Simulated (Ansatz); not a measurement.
Consider LaB6 (space group Pm-3m, No. 221; a = 4.155 Å).

Levels (all Ansatz, a program for electronic structure, PAW): PBE (420 eV, no spin-orbit coupling); PBEsol (420 eV, no spin-orbit coupling).

Levels that relaxed their own cell: PBE and PBEsol.

| level | lattice parameter a |
|---|---|
| PBE | 4.155 Å |
| PBEsol | 4.130 Å |

Measured: lattice parameter a 4.15692 Å (room temperature; as listed in Masami Tsubota, Jiro Kitagawa, Scientific Reports (2017)).

Computed minus measured — lattice parameter a: PBE -0.0 %, PBEsol -0.7 % (closest: PBE). Measured values not marked as corrected hold thermal and zero-point effects that the static-lattice runs lack.

No phonon test of stability was made. The final runs are not spin-polarised. An odd electron count without spin: LaB6.
